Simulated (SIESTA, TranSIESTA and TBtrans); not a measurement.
Run with TranSIESTA and TBtrans (open boundaries, self-consistent; PseudoDojo norm-conserving potentials, scalar-relativistic): Spin polarized, PAO.BasisSize DZP, PAO.EnergyShift 0.15 eV, XC.Authors PBE, Mesh.Cutoff 200 Ry, ElectronicTemperature 300 K, TS.Voltage 0.0 eV, TBT.Elecs.Eta 0.001 eV.

System: Ta chain with a O atom beside one bond. Leads: straight Ta chain, spacing 2.35 Å. Geometry: 3 atoms about the centre moved by SIESTA (PBE, DZP) to a largest force of 0.07 eV/Å, all others as built. Transport runs along z; the first 6 and the last 6 of the 23 atoms are the lead cells, repeated to infinity.

```xyz
23
Lattice="9.000 0.000 0.000 0.000 9.000 0.000 0.000 0.000 51.700" Properties=species:S:1:pos:R:3 pbc="F F T"
Ta     4.500     4.500     0.000
Ta     4.500     4.500     2.350
Ta     4.500     4.500     4.700
Ta     4.500     4.500     7.050
Ta     4.500     4.500     9.400
Ta     4.500     4.500    11.750
Ta     4.500     4.500    14.100
Ta     4.500     4.500    16.450
Ta     4.500     4.500    18.800
Ta     4.500     4.500    21.150
Ta     4.419     4.500    23.498
Ta     4.376     4.500    25.836
Ta     4.500     4.500    28.200
Ta     4.500     4.500    30.550
Ta     4.500     4.500    32.900
Ta     4.500     4.500    35.250
O      5.986     4.500    24.722
Ta     4.500     4.500    37.600
Ta     4.500     4.500    39.950
Ta     4.500     4.500    42.300
Ta     4.500     4.500    44.650
Ta     4.500     4.500    47.000
Ta     4.500     4.500    49.350
```
Starting moments (μB): atom 7 +1, atom 8 +1, atom 9 +1, atom 10 +1, atom 11 +1, atom 12 +1, atom 13 +1, atom 14 +1, atom 15 +1, atom 16 +1, atom 17 +0.5; lead atoms +1 (left) and +1 (right).

Q: Give the largest eigenchannel transmissions at the Fermi level (four at most) and the total.

A: Up: 1.00, 1.00, 0.97, 0.95 (total 3.95); down: 1.00, 1.00, 0.98, 0.74 (total 3.71). The magnetic order of the leads was set by the start, and no other order was tried; the separate lead runs end at 1.06 (left) and 1.06 (right) μB an atom. The straight chain is held at its spacing; free chains may zigzag or dimerise. Spin-orbit coupling, left out here, matters for the heavy atoms.
